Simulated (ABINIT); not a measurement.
# Worked example: self-consistent single point of LaZnSbO (P4/nmm, 8 atoms in the cell) in ABINIT

Method of the run: PBEsol, PAW (JTH v2.0 PBE PAW, files made for PBE) (plane waves; ABINIT).

The input file:

```
# LaZnSbO, JTH v2.0 PBE PAW
pp_dirpath "./"
pseudos "La.GGA_PBE-JTH.xml, Zn.GGA_PBE-JTH.xml, Sb.GGA_PBE-JTH.xml, O.GGA_PBE-JTH.xml"
acell 3*1.0 Angstrom
rprim
         4.2683710000    0.0000000000    0.0000000000
         0.0000000000    4.2683710000    0.0000000000
         0.0000000000    0.0000000000    9.7163640000
natom 8
ntypat 4
znucl 57 30 51 8
typat 1 1 2 2 3 3 4 4
xcart
         0.0000000000    4.0330260941   16.1705841349
         4.0330260941    0.0000000000    2.1906827523
         0.0000000000    0.0000000000    9.1806334436
         4.0330260941    4.0330260941    9.1806334436
         4.0330260941    0.0000000000   12.4884156733
         0.0000000000    4.0330260941    5.8728512139
         4.0330260941    4.0330260941    0.0000000000
         0.0000000000    0.0000000000    0.0000000000
ecut 30
pawecutdg 60
pawxcdev 0
ixc -116133
occopt 7
tsmear 0.00734986
nband 55
kptopt 1
ngkpt 5 5 3
nshiftk 1
shiftk 0 0 0
nstep 80
tolvrs 1.0e-10
prtwf 0
prtden 0
prtvol 1
```

Output, abridged:

```
 Symmetries : space group P4/n m m (#129); Bravais tP (primitive tetrag.)

 -outvars: echo values of preprocessed input variables --------
            acell      1.8897261329E+00  1.8897261329E+00  1.8897261329E+00 Bohr
             ecut      3.00000000E+01 Hartree
              ixc     -116133
         kptrlatt        5    0    0      0    5    0      0    0    3
          kptrlen      4.03302611E+01
            natom           8
            nband          55
            ngfft          40      40      96
          ngfftdg          60      60     135
             nkpt          12
            nstep          80
             nsym          16
           ntypat           4
           occopt           7
        pawecutdg      6.00000000E+01 Hartree
         pawxcdev           0
            rprim      4.2683710000E+00  0.0000000000E+00  0.0000000000E+00
                       0.0000000000E+00  4.2683710000E+00  0.0000000000E+00
                       0.0000000000E+00  0.0000000000E+00  9.7163640000E+00
          spgroup         129
           tolvrs      1.00000000E-10
           tsmear      7.34986000E-03 Hartree
            typat      1  1  2  2  3  3  4  4
           useylm           1
             xred     -1.0956793042E-09  4.9999999890E-01  8.8068999615E-01
                       4.9999999890E-01 -1.0956793042E-09  1.1930999948E-01
                      -1.0956793042E-09 -1.0956793042E-09  4.9999999782E-01
                       4.9999999890E-01  4.9999999890E-01  4.9999999782E-01
                       4.9999999890E-01 -1.0956793042E-09  6.8014999703E-01
                      -1.0956793042E-09  4.9999999890E-01  3.1984999860E-01
                       4.9999999890E-01  4.9999999890E-01 -2.1847425535E-09
                      -1.0956793042E-09 -1.0956793042E-09 -2.1847425535E-09
            znucl       57.00000   30.00000   51.00000    8.00000

== DATASET  1 ==================================================================

 Real(R)+Recip(G) space primitive vectors, cartesian coordinates (Bohr,Bohr^-1):
 R(1)=  8.0660522  0.0000000  0.0000000  G(1)=  0.1239764  0.0000000  0.0000000
 R(2)=  0.0000000  8.0660522  0.0000000  G(2)=  0.0000000  0.1239764  0.0000000
 R(3)=  0.0000000  0.0000000 18.3612670  G(3)=  0.0000000  0.0000000  0.0544625
 Unit cell volume ucvol=  1.1946060E+03 bohr^3
 Angles (23,13,12)=  9.00000000E+01  9.00000000E+01  9.00000000E+01 degrees

 Coarse grid specifications (used for wave-functions):

 getcut: wavevector=  0.0000  0.0000  0.0000  ngfft=  40  40  96
         ecut(hartree)=     30.000   => boxcut(ratio)=   2.01128

 Fine grid specifications (used for densities):

 getcut: wavevector=  0.0000  0.0000  0.0000  ngfft=  60  60 135
         ecut(hartree)=     60.000   => boxcut(ratio)=   2.09296

   1.79470336E+04                                ecore*ucvol(ha*bohr**3)

_setup2: Arith. and geom. avg. npw (full set) are    9378.653    9378.631

--- !BeginCycle
solver: {iscf: 17, nstep: 80, nline: 4, wfoptalg: 10, }
tolerances: {tolvrs: 1.00E-10, }
...

     iter   Etot(hartree)      deltaE(h)  residm     nres2
 ETOT  1  -376.27760324573    -3.763E+02 8.498E+00 2.114E+03
 ETOT  2  -397.52153929956    -2.124E+01 2.518E+00 1.926E+03
 ETOT  3  -393.06998953867     4.452E+00 8.446E-01 8.807E+02
 ETOT  4  -391.01482435873     2.055E+00 1.732E-01 1.552E+02
 ETOT  5  -391.06794625736    -5.312E-02 1.451E-01 1.328E+02
 ETOT  6  -391.19681126119    -1.289E-01 2.279E-02 1.756E+02
   [... 16 lines left out ...]
 ETOT 23  -390.42849491774     4.709E-10 1.026E-03 3.492E-08
 ETOT 24  -390.42849491779    -4.729E-11 1.665E-03 1.057E-08
 ETOT 25  -390.42849491778     1.091E-11 1.141E-03 8.640E-10
 ETOT 26  -390.42849491777     7.446E-12 1.517E-03 1.163E-10
 ETOT 27  -390.42849491777    -3.581E-12 1.063E-03 7.920E-11

 At SCF step   27       nres2   =  7.92E-11 < tolvrs=  1.00E-10 =>converged.

 Cartesian components of stress tensor (hartree/bohr^3)
  sigma(1 1)=  1.55781186E-04  sigma(3 2)=  0.00000000E+00
  sigma(2 2)=  1.55781186E-04  sigma(3 1)=  0.00000000E+00
  sigma(3 3)=  1.55364488E-04  sigma(2 1)=  0.00000000E+00

 ----iterations are completed or convergence reached----

 reduced coordinates (array xred) for    8 atoms
      -0.000000001096      0.499999998904      0.880689996152
       0.499999998904     -0.000000001096      0.119309999478
      -0.000000001096     -0.000000001096      0.499999997815
       0.499999998904      0.499999998904      0.499999997815
       0.499999998904     -0.000000001096      0.680149997027
      -0.000000001096      0.499999998904      0.319849998604
       0.499999998904      0.499999998904     -0.000000002185
      -0.000000001096     -0.000000001096     -0.000000002185
 cartesian forces (eV/Angstrom) at end:
    1     -0.00000000000000    -0.00000000000000     0.27251130712809
    2     -0.00000000000000    -0.00000000000000    -0.27251130712809
    3      0.00000000000000     0.00000000000000    -0.00000000000000
    4      0.00000000000000     0.00000000000000    -0.00000000000000
    5      0.00000000000000     0.00000000000000    -0.28277491752682
    6      0.00000000000000     0.00000000000000     0.28277491752682
    7      0.00000000000000     0.00000000000000    -0.00000000000000
    8      0.00000000000000     0.00000000000000    -0.00000000000000
 frms,max,avg= 1.1336669E-01 2.8277492E-01   0.000E+00  0.000E+00  0.000E+00 e/A
 length scales=  1.889726132886  1.889726132886  1.889726132886 bohr
              =  1.000000000000  1.000000000000  1.000000000000 angstroms
 Fermi (or HOMO) energy (hartree) =   0.22974   Average Vxc (hartree)=  -0.36853
 Eigenvalues (hartree) for nkpt=  12  k points:
 kpt#   1, nband= 55, wtk=  0.01333, kpt=  0.0000  0.0000  0.0000 (reduced coord)
  -0.97868   -0.97223   -0.81846   -0.81846   -0.81840   -0.81840   -0.81818   -0.81818
  -0.81797   -0.81794   -0.81768   -0.81766   -0.48410   -0.44434   -0.38563   -0.38563
  -0.37290   -0.36886   -0.36886   -0.33339   -0.16816   -0.12783   -0.05642   -0.05294
  -0.05146   -0.05146   -0.04974   -0.04159   -0.04159   -0.03986   -0.03746   -0.03121
   0.03892    0.05307    0.05743    0.05890    0.05890    0.09507    0.09507    0.15778
   0.15778    0.19837    0.22486    0.22680    0.22680    0.27064    0.28714    0.29230
   0.29343    0.29382    0.30572    0.30573    0.30633    0.30837    0.31189
      occupation numbers for kpt#   1
   2.00000    2.00000    2.00000    2.00000    2.00000    2.00000    2.00000    2.00000
   2.00000    2.00000    2.00000    2.00000    2.00000    2.00000    2.00000    2.00000
   2.00000    2.00000    2.00000    2.00000    2.00000    2.00000    2.00000    2.00000
   2.00000    2.00000    2.00000    2.00000    2.00000    2.00000    2.00000    2.00000
   2.00000    2.00000    2.00000    2.00000    2.00000    2.00000    2.00000    2.00000
   2.00000    2.00000    1.65277    1.42858    1.42858    0.00000    0.00000    0.00000
   0.00000    0.00000    0.00000    0.00000    0.00000    0.00000    0.00000
 prteigrs : prtvol=0 or 1, do not print more k-points.

--- !EnergyTerms
comment             : Components of total free energy in Hartree
kinetic             :  5.60899842296848E+01
hartree             :  1.08524157878152E+02
xc                  : -3.48908743378605E+01
Ewald energy        : -2.61005789177245E+02
psp_core            :  1.50233910096754E+01
local_psp           : -3.42907942650855E+02
spherical_terms     :  6.87391730186830E+01
internal            : -3.90427900029765E+02
'-kT*entropy'       : -5.92790549724091E-04
total_energy        : -3.90428492820315E+02
total_energy_eV     : -1.06240995880148E+04
...

-Cartesian components of stress tensor (GPa)         [Pressure= -4.5792E+00 GPa]
- sigma(1 1)=  4.58323996E+00  sigma(3 2)=  0.00000000E+00
- sigma(2 2)=  4.58323996E+00  sigma(3 1)=  0.00000000E+00
- sigma(3 3)=  4.57098027E+00  sigma(2 1)=  0.00000000E+00

 Calculation completed.
```

The run converged in 27 iterations.

The starting cell comes from a database of computed structures (which also holds hypothetical and non-ambient phases and stackings), without a prior relaxation at this level. Its lattice was rescaled by a random factor within 2.5 % of one. The potentials were made for another functional than the one used. With a pressure of about -5 GPa the cell is away from its equilibrium volume at this level.

Cost on one core of a shared machine: roughly 7 min.
